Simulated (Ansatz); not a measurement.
# Ag: isotropic strain −2.00 %

Consider Ag in the fcc (Cu type) structure (space group Fm-3m, No. 225; a = 4.001 Å; relaxed with 0.1 eV smearing).

Modification: an isotropic linear strain of −2.00 %; the atoms relax in the strained cell.

All numbers come from LDA (Ansatz, a program for electronic structure), no spin-orbit coupling. Γ-centred 28×28×28 mesh, Fermi–Dirac width 0.1 eV.

```tsv
quantity	base	changed	shift
volume per atom	16.01 Å³	15.07 Å³	-0.94 Å³
space group	Fm-3m (No. 225)	Fm-3m (No. 225)	–
shortest interatomic distance	2.829 Å	2.772 Å	-0.057 Å
energy relative to the base (free energy F)	0 meV/atom	+27 meV/atom	+27 meV/atom
pressure	0.0 GPa	10.0 GPa	+10.0 GPa
band gap	zero	zero	–
```

Whether these cells are dynamically stable was not tested.
